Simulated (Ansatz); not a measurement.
Seebeck coefficient (μV/K, mean over directions) of p-type CdS (P6_3mc) against carrier density, r2SCAN with spin-orbit coupling, rigid bands run with Ansatz (a quantum-chemistry and plane-wave program). Computed gap 1.62 eV; densities at which minority carriers matter at this gap, or further valleys turn the trend, are left out. Conductivity mass 1.31 mₑ (harmonic mean over directions), N_v = 4.9e19 cm⁻³ at 300 K.

```csv
hole density,300 K,500 K
1e16 cm⁻³,981,1060
1e17 cm⁻³,783,861
1e18 cm⁻³,585,663
3e18 cm⁻³,?,568
1e19 cm⁻³,388,465
3e19 cm⁻³,297,372
1e20 cm⁻³,205,?
3e20 cm⁻³,133,188
1e21 cm⁻³,?,108
```

Fill in the missing entries.


- 3e18 cm⁻³, 300 K: 490
- 1e20 cm⁻³, 500 K: 273
- 1e21 cm⁻³, 300 K: 69

Rigid bands with a gap fixed in temperature, one relaxation time for all states, no polarons or phonon drag, and whether or not such doping can be reached.
